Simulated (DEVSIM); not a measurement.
Structure: Ni/HfO2/p-GaAs capacitor, at 400 K.

Layer 1 from the left is HfO2, thickness (nm) 5.20. Layer 2 from the left is GaAs, thickness (nm) 14000, Na (cm⁻³) 2e15.

Metal gate on the left, work function 5.1 eV. Fixed charge at the semiconductor interface 1.03e13 cm⁻² (in units of +e); no interface traps.

The device is made up for the run: typed textbook-type constants, with dimensions and the other settings drawn at random. Values at 300 K; Nc and Nv go as T^1.5, mobilities as T to minus their exponent, the gap by Varshni's rule with the affinity fixed.

HfO2: gap (eV) 5.7, affinity (eV) 2.5, permittivity 22. GaAs: gap (eV) 1.424, affinity (eV) 4.07, permittivity 12.9, Nc (cm⁻³) 4.7e17, Nv (cm⁻³) 9e18, Varshni α (eV/K) 0.000541, Varshni β (K) 204.

Estimate by hand the flat-band voltage, the threshold voltage, and compare with a numerical solution.


- Flat-band voltage: C = 3.75 μF/cm², work-function difference -0.042 V; VFB = φms − qNf/C = -0.48 V; numerical -0.48 V.
- Threshold voltage: φF = 0.435 V, depletion charge √(4εqNφF) = 2.52e-8 C/cm²; VT = VFB + 2φF + Qd/C = 0.39 V; numerical 0.39 V.

Model (solved in DEVSIM): 1D Poisson equation in equilibrium, Boltzmann statistics, complete ionisation; no quantum confinement or tunnelling. Metal contacts follow the ideal Schottky-Mott rule: no Fermi-level pinning, no interface dipoles.
